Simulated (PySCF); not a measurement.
PySCF 2.14.0, PBE0/def2-svp, df: Nb(S)(OH)3 ([OH][Nb]([OH])([OH])=[S]), 8 atoms. The geometry is a generated start, not checked to be a minimum at this level.

| Quantity | Result |
|---|---|
| task | energy |
| method | pbe0 |
| basis | def2-svp |
| two-electron scheme | density fitting |
| mol.max_memory | 3000 MB |
| mf.max_cycle | 100 |
| mf.init_guess | minao (default) |
| mf.DIIS | CDIIS (default) |
| mf.diis_space | 8 (default) |
| mf.conv_tol | 1e-09 (default) |
| mf.grids.level | 3 (default) |
| effective core potentials | those of the basis set, past Kr |
| basis functions | 106 |
| grid points | 112992 |

```xyz
8

Nb    -0.0210    -0.0061    -0.0012
S      1.3184     1.2445    -1.2836
O      1.1968    -0.8249     1.0399
H      1.9538    -1.2066     1.4935
O     -0.8273    -1.0327    -1.2406
H     -1.2348    -1.5560    -1.9362
O     -0.9941     1.2898     0.7904
H     -1.3918     2.0921     1.1379
```

Charge 0 and multiplicity 1 are set for this test and not shown to be the ground state.

One run each on 2 threads, 1 BLAS thread. Values of level_shift (Hartree) tried: 0 (default), 0.1, 0.3, 1.

Q: Predict the course of the Fock builds along this series.

A: Fewest Fock builds, within one of each other: 0 (default) with 15, 0.1 with 16. The count rises to 38 at 1. All converge to one solution.

```csv
level_shift (Hartree),Fock builds,end
0 (default),15,same solution
0.1,16,same solution
0.3,19,same solution
1,38,same solution
```
